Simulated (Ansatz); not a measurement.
Ansatz (a first-principles code) run on KMgH₃ (P4mm, 5 atoms in the cell): self-consistent single point.

Computed with LDA (PW92), default PAW files made with PBE (plane waves; Ansatz).

The change in words: 1 x 1 x 1 supercell, one Mg atom moved by 0.02 angstrom along z; scf.occupations.method: fixed → fermi_dirac; scf.occupations.width: default → 0.05 eV. Reference geometry:
```xyz
5
Lattice="3.9682 0.0000 0.0000 0.0000 3.9682 0.0000 0.0000 0.0000 3.9682" Properties=species:S:1:pos:R:3 pbc="T T T"
K      0.0000     0.0000     0.0000
Mg     1.9841     1.9841     1.9841
H      1.9841     0.0000     1.9841
H      0.0000     1.9841     1.9841
H      1.9841     1.9841     0.0000
```

Reference input (self-consistent single point, DFT, LDA (PW92), plane waves, default PAW files made with PBE): basis.ecutwfc = 420 eV; kpoints.mp_grid.grid = 6 6 6; hamiltonian.xc = lda; hamiltonian.pseudopotentials = {kind: paw} (the program's default PAW files); scf.occupations.method = fixed. This run's input differs from it in these lines:

Ansatz 0.2 input:
```diff
@@ -7,3 +7,3 @@
     - { symbol: K, position: [0.00000000, 0.00000000, 0.00000000] }
-    - { symbol: Mg, position: [0.50000000, 0.50000000, 0.50000000] }
+    - { symbol: Mg, position: [0.50000000, 0.50000000, 0.50504000] }
     - { symbol: H, position: [0.50000000, 0.00000000, 0.50000000] }
@@ -19,3 +19,3 @@
 scf:
-  occupations: { method: fixed }
+  occupations: { method: fermi_dirac, width: 0.05 }
 output:
```

Log, with long lists cut:

```
SCF iter   1: F=—  HF=-3446.350506 eV  |F-HF|=—  |Δ(HF+E_count)|=         —  Δρ=1.17e-2  dr2=6.13e-2  ethr=1.77e-3  ⟨swp⟩=5.7  Hψ=3519  notcnv=0
all-band conjugate gradients solve this SCF's bands
preconditioner: auto → Resta (q_TF=auto, 2.293 Å⁻¹)
SCF iter   2: F=—  HF=-3446.328222 eV  |F-HF|=—  |Δ(HF+E_count)|=   2.23e-2  Δρ=5.21e-3  dr2=1.30e-2  ethr=2.79e-4  ⟨swp⟩=1.8  Hψ=1120  notcnv=0  defer=17
   [... lines left out ...]
SCF iter   4: F=—  HF=-3446.323150 eV  |F-HF|=—  |Δ(HF+E_count)|=   1.50e-5  Δρ=8.04e-5  dr2=2.75e-6  ethr=2.16e-7  ⟨swp⟩=2.2  Hψ=920  notcnv=0  defer=20
iter 5 did not close the SCF: its close was put off for the readings that it lacked (scf_convergence_deferred on its scf_iter line)
SCF iter   5: F=-3446.323150 eV  HF=-3446.323150 eV  |F-HF|=2.48e-8  |Δ(HF+E_count)|=   7.32e-7  Δρ=1.20e-5  dr2=8.93e-8  ethr=1.25e-8  ⟨swp⟩=2.0  Hψ=832  notcnv=0  defer=20
SCF iter   6: F=-3446.323150 eV  HF=-3446.323150 eV  |F-HF|=2.36e-10  |Δ(HF+E_count)|=   3.15e-8  Δρ=2.35e-6  dr2=4.19e-9  ethr=4.06e-10  ⟨swp⟩=6.6  Hψ=2877  notcnv=0
SCF 1 converged in 6 iterations: F = -3446.323150 eV  dr2 = 4.19e-9
Free energy (F): -3446.323150 eV
Internal energy: -3446.323150 eV  (E = F + TS)
E sigma→0 (E₀):  -3446.323150 eV
Fermi energy:    4.411070 eV
--- Forces (eV/Å), atoms counted from 1 ---
  atom   1  K     -0.00000000     0.00000000     0.02247533
  atom   2  Mg     0.00000000     0.00000000    -0.09624920
  atom   3  H     -0.00000000     0.00000000     0.00907213
  atom   4  H      0.00000000     0.00000000     0.00907213
  atom   5  H     -0.00000000     0.00000000     0.05562814
--- Stress (GPa, compression-positive) ---
       -1.585845       0.000000      -0.000000
        0.000000      -1.585845       0.000000
       -0.000000       0.000000      -1.565930
  P = ⅓ Tr σ = -1.5792 GPa (-15.792 kbar)
  The stress holds the Pulay correction. Without it, at fixed plane waves, as pw.x and ABINIT print it: P = -1.6617 GPa
```

The run converged in 6 iterations. Against the reference run the free energy hardly moves (within 1 meV/atom), the pressure hardly changes (-1.59 to -1.58 GPa), the largest force goes from 0.000 to 0.096 eV/Å and the gap on the mesh stays at 2.197 eV.

The starting cell comes from a database of computed structures (which also holds hypothetical and non-ambient phases and stackings), without a prior relaxation at this level. Its lattice was rescaled by up to half a per cent. For this run, on top of that: 1 x 1 x 1 supercell, one Mg atom moved by 0.02 angstrom along z. Ansatz's pressure includes its estimate of the finite-basis (Pulay) stress.
